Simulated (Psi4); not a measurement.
Psi4 1.11, PBE0/def2-svp: W(NH)(S)(NH2)(NMe2) (C[N](C)[W](=[NH])([NH2])=[S]), 16 atoms. The geometry is a generated start, not checked to be a minimum at this level.

```
Quantity                                              Value
--------------------------  -------------------------------
task                                                 energy
method                                                 pbe0
basis                                              def2-svp
memory                                                 3 GB
maxiter                                                 100
keys of the molecule block                      symmetry c1
scf_type                                       df (default)
guess                        auto, which took SAD (default)
scf_initial_accelerator                     adiis (default)
e_convergence                               1e-06 (default)
d_convergence                               1e-06 (default)
dft_radial_points                              75 (default)
dft_spherical_points                          302 (default)
effective core potentials   those of the basis set, past Kr
basis functions                                         165
grid points                                          341287
```

```xyz
16

W      0.5676     0.7528    -0.8557
N      0.8592    -0.0302    -2.4208
H      1.1814    -0.4048    -3.3143
S      2.4620     1.4626     0.0027
N     -0.6410     2.3309    -0.9909
H     -0.4811     3.1686    -0.4206
H     -1.3290     2.5736    -1.7084
N     -0.1245    -0.5657     0.4041
C     -0.1606    -0.1421     1.7970
C     -0.4022    -1.9853     0.2772
H     -1.1326    -0.3851     2.2553
H      0.6274    -0.6467     2.3817
H     -0.0051     0.9485     1.8645
H      0.3209    -2.5781     0.8571
H     -1.4097    -2.2249     0.6471
H     -0.3328    -2.2739    -0.7760
```

Charge 0 and multiplicity 1 are set for this test and not shown to be the ground state.

One run each on 2 threads. Values of diis_max_vecs tried: 3, 6, 10 (default), 20.

Question: Which value of diis_max_vecs needs the fewest SCF iterations, and what happens away from it?

Answer: Fewest SCF iterations, within one of each other: 10 (default) with 11, 20 with 11. The count rises to 27 at 3. All converge to one solution.

| diis_max_vecs | SCF iterations | end |
|---|---|---|
| 3 | 27 | same solution |
| 6 | 13 | same solution |
| 10 (default) | 11 | same solution |
| 20 | 11 | same solution |
